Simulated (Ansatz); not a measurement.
The parent structure is Ir in the fcc (Cu type) structure (space group Fm-3m, No. 225; a = 3.844 Å). Axes: x, y, z lie along the cube axes.

The values are results of plane-wave PAW DFT at the r2SCAN level (Ansatz, a first-principles code, 500 eV), spin-orbit coupling left out, not measurements.

Strains are applied to the cell and any free atomic positions relax; under biaxial strain the out-of-plane vector relaxes too.

One change was made to it. Results:

| quantity | base | after |
|---|---|---|
| pressure (mean of the normal stresses, compression positive) | 0.0 GPa | 10.1 GPa |
| energy relative to the base (free energy F) | 0 meV/atom | +16 meV/atom |

### Question
What was done to the base?
A. biaxial strain +4.86 %, plane normal [001], relaxed out of plane
B. biaxial strain +4.79 %, plane normal [001], relaxed out of plane
C. strain tensor (xx, yy, zz, yz, xz, xy) = (−1.15, −0.75, −0.54, −0.27, −0.32, −0.91) %

### Answer
C, strain tensor (xx, yy, zz, yz, xz, xy) = (−1.15, −0.75, −0.54, −0.27, −0.32, −0.91) %. For comparison, the energy relative to the base in the other runs: biaxial strain +4.86 %, plane normal [001], relaxed out of plane gives +123 meV/atom; biaxial strain +4.79 %, plane normal [001], relaxed out of plane gives +120 meV/atom.

Without a gap, meshes like the base's 21×21×21 leave anisotropic stresses uncertain by several tenths of a GPa, and small strain energies with them. Stability against distortions was not tested. The final runs are not spin-polarised.
